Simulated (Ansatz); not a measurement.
System: cubic perovskite KZnF3. Method: PBE (Ansatz, a first-principles code, plane waves, PAW).

Run with plane-wave cutoff 520 eV, 6×6×6 k mesh, perturbation theory, scalar-relativistic PAW data made under PBE.

The cell has the measured lattice: a = b = c = 4.0550 Å, α = β = γ = 90.00°.

**Question.** What does this level give for the high-frequency dielectric constant and dielectric constant ε0 (ions relaxed)?

**Answer.** 
- high-frequency dielectric constant = 2.39
- dielectric constant ε0 (ions relaxed) = 8.87

Measured, for comparison: high-frequency dielectric constant 2.17, static dielectric constant 8.6 (room temperature, no zero-point or thermal correction; as tabulated in Dubrovin et al. (2021), arXiv:2110.13026). Computed (rounded) less measured: high-frequency dielectric constant +10 %, static dielectric constant +3 %.

Note: the cell isn't this level's own, so it is under some stress, which shifts stiffness and frequencies.

The result took around 8 core-minutes (rough).
